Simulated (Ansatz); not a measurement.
Rh₃Tl₂S₂ (R-3m), PBEsol, DFPT electron-phonon coupling, linearised Boltzmann equation (Ansatz, a first-principles code). Phonon-limited resistivity 72.4 μΩ·cm at 300 K along z (a = (2.82, 1.63, 4.64) Å; b = (-2.82, 1.63, 4.64) Å; c = (0.00, -3.26, 4.64) Å), current-weighted mean free path 2.6 nm, Drude plasma energy 3.18 eV.

### Question
What is the classical skin depth at 1 GHz (nonmagnetic, μ₀ = 1.257×10⁻⁶ H/m)?

### Answer
δ = √(ρ/(π f μ₀)) = 13500 nm.

### Question
What Drude relaxation time do resistivity and plasma energy imply?

### Answer
ω_p = 4.83e15 s⁻¹, so τ = 1/(ε₀ ω_p² ρ) = 6.68 fs, a damping ħ/τ of 98.5 meV.

### Question
Estimate the resistivity of a 80 nm square wire with diffuse walls from ρ ≈ ρ₀(1 + 3ℓ/4d).

### Answer
1 + 0.75 × 2.6/80 = 1.02, so ρ ≈ 74.2 μΩ·cm and a line 1 μm long has 116 Ω. The formula is the free-electron limit for d well above ℓ; grain boundaries add to it.

A metal at this level (no band gap). Only scattering by harmonic phonons is included (no impurities, grain boundaries, electron-electron scattering or thermal expansion). Spin-orbit coupling is left out, which matters with elements this heavy. Values near or above 100 μΩ·cm, or paths under about 2 nm, lie near resistivity saturation, where the Boltzmann equation overshoots. Halving the electron mesh (20x20x20) moves the resistivity by up to 5 % at 300 K, the mean free path by up to 4 %. Smearing 0.20 eV; phonons on a 3x3x3 q mesh, which this run doesn't test.

Computed structure with no diffraction record at hand here (it may be known, metastable or hypothetical): Rh3Tl2S2 (R-3m).
